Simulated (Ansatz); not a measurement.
A hypothetical phase is included: elements placed on a structure type, which no database files for this compound.

By PBEsol, the system below comes out a metal.

Without scattering a metal conducts by its projected Fermi surface.

Consider the following.

```
Ti
1.0
    3.87885     0.00000     0.00000
    0.00000     5.48552     0.00000
    1.93943     2.74276     1.93943
Ti
2
Cartesian
  1.93943   4.11414   0.00000
  1.93943   5.48552   1.93943
```

The cell was relaxed by PBE-D3(BJ); by PBEsol it stands under a pressure of 0.6 GPa.

The current flows along the normal of the first two printed cell vectors, the (110) plane of the conventional cell. No spin-orbit coupling; the value is a mean over 0.1 eV about the Fermi level.

**Question.** Give the ballistic conductance per area that PBEsol run with Ansatz (a program for electronic structure) yields.

**Answer.** 1.3 × 10¹⁵ S/m² for both spins.
